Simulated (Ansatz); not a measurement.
## Converging zone-centre phonons against the mesh: LiZn3 (Fm-3m, 4 atoms in the cell)

```xyz
4
Lattice="0.0000 3.0201 3.0201 3.0201 0.0000 3.0201 3.0201 3.0201 0.0000" Properties=species:S:1:pos:R:3 pbc="T T T"
Li     0.0000     0.0000     0.0000
Zn     1.5101     1.5101     1.5101
Zn     4.5302     4.5302     4.5302
Zn     3.0201     3.0201     3.0201
```

Level of theory: LDA (PW92), default PAW files made with PBE (plane waves; Ansatz, a quantum-chemistry and plane-wave program).

Base settings: basis.ecutwfc = 30.9 Ry; kpoints.mp_grid.grid = 10 10 10; hamiltonian.xc = lda; hamiltonian.pseudopotentials = {kind: paw} (the program's default PAW files); scf.occupations.method = gaussian; scf.occupations.width = 0.0073 Ry.

In this ladder: phonons.method = dfpt.

Frequencies are those of the unrelaxed cell, without the LO-TO term of polar crystals.

Only quantities that move along the ladder and can be compared are tabulated.

Core times come from one kind of shared machine, to one figure; runs under 30 s give none.

The starting cell comes from a database of computed structures (which also holds hypothetical and non-ambient phases and stackings), without a prior relaxation at this level. Its lattice was rescaled by up to half a per cent. In the base run, with a pressure of about -5 GPa the cell is away from its equilibrium volume at this level.

Steps (kpoints.mp_grid.grid): 3 3 3; 4 4 4; 5 5 5; 6 6 6; 7 7 7; 9 9 9; 11 11 11; 14 14 14; 17 17 17; 21 21 21.

What is the coarsest kpoints.mp_grid.grid that holds the highest zone-centre frequency within 10 cm⁻¹ of the last step, with all finer ones?

4 4 4; the step before is off by 16 cm⁻¹.

What is the coarsest kpoints.mp_grid.grid that holds the lowest optical frequency within 5 cm⁻¹ of the last step, with all finer ones?

11 11 11, at about 0.1 of the last step's time; the step before is off by 18 cm⁻¹.

| kpoints.mp_grid.grid | highest zone-centre frequency (cm⁻¹) | lowest optical frequency (cm⁻¹) | core time / last (rough) |
|---|---|---|---|
| 3 3 3 | 364.6 | 145.3 | – |
| 4 4 4 | 354.6 | 129.7 | – |
| 5 5 5 | 354.6 | 124.2 | – |
| 6 6 6 | 341.2 | 84.8 | – |
| 7 7 7 | 348.9 | 115.1 | – |
| 9 9 9 | 344.8 | 95.0 | 0.08 |
| 11 11 11 | 348.9 | 114.7 | 0.1 |
| 14 14 14 | 348.9 | 114.8 | 0.2 |
| 17 17 17 | 347.9 | 111.8 | 0.4 |
| 21 21 21 | 349.1 | 112.8 | 1 |

Two neighbours can agree and both be off: 4 4 4 and 5 5 5 differ by 0.0 cm⁻¹ in the highest zone-centre frequency, yet lie about 5.5 cm⁻¹ from the last step.

Keys are those of Ansatz 0.2.
